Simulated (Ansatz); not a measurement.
MgS (Fm-3m), PBEsol, rigid bands (Ansatz, a quantum-chemistry and plane-wave program): N_c = 1.71e19 cm⁻³ at 300 K and an electron conductivity mass of 0.354 mₑ.

**Question.** For 1e17 electrons per cm³ at 300 K, place the Fermi level, estimate the Seebeck coefficient of a parabolic band with constant τ, and give mobility and conductivity for τ = 50 fs.

**Answer.** The level lies k_BT ln(N_c/n) = 0.133 eV below the conduction-band minimum. S ≈ −(k_B/e)[ln(N_c/n) + 5/2] = -659 μV/K, against -653 μV/K from the full bands (mean over directions). μ = eτ/m = 248 cm²/(V·s) and σ = neμ = 3.98 S/cm. τ is assumed, not computed.

Band transport and this doping are assumed; polarons and phonon drag are left out. Spin-orbit coupling is left out.
